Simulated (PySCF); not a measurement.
PySCF 2.14.0, TPSSH/def2-svp, df: CN([SiH2]F)[SiH](C)C, 19 atoms. The geometry is a generated start, not checked to be a minimum at this level.

```
Item                          Result
-------------------  ---------------
task                          energy
method                         tpssh
basis                       def2-svp
two-electron scheme  density fitting
mol.max_memory               3000 MB
mf.max_cycle                     100
mf.init_guess        minao (default)
mf.DIIS              CDIIS (default)
mf.conv_tol          1e-09 (default)
mf.grids.level           3 (default)
basis functions                  166
grid points                   226576
```

```xyz
19

Si    -1.5732    -0.8433    -1.1219
F     -2.9454    -1.5595    -0.6734
N     -0.8374    -0.2708     0.3277
C     -1.7076     0.3614     1.3084
Si     0.8713     0.0606     0.5105
C      1.2997     1.7840    -0.1806
C      1.8866    -1.2590    -0.3919
H     -0.7457    -1.8774    -1.7056
H     -2.0289     0.1988    -2.0410
H     -1.3207     0.1884     2.3131
H     -1.7765     1.4410     1.1518
H     -2.7086    -0.0578     1.2490
H      1.1189     0.0029     1.9619
H      2.3520     2.0148    -0.0494
H      1.0805     1.8407    -1.2452
H      0.7293     2.5659     0.3129
H      1.8122    -1.1569    -1.4700
H      2.9346    -1.1745    -0.1270
H      1.5590    -2.2592    -0.1291
```

One run each on 2 threads, 1 BLAS thread. Values of diis_space tried: 3, 5, 8 (default), 12, 20.

### Question
Predict the course of the Fock builds along this series.

### Answer
Fewest Fock builds, within one of each other: 5 with 13, 8 (default) with 12, 12 with 12, 20 with 12. The count rises to 19 at 3. All converge to one solution.

```tsv
diis_space	Fock builds	end
3	19	same solution
5	13	same solution
8 (default)	12	same solution
12	12	same solution
20	12	same solution
```
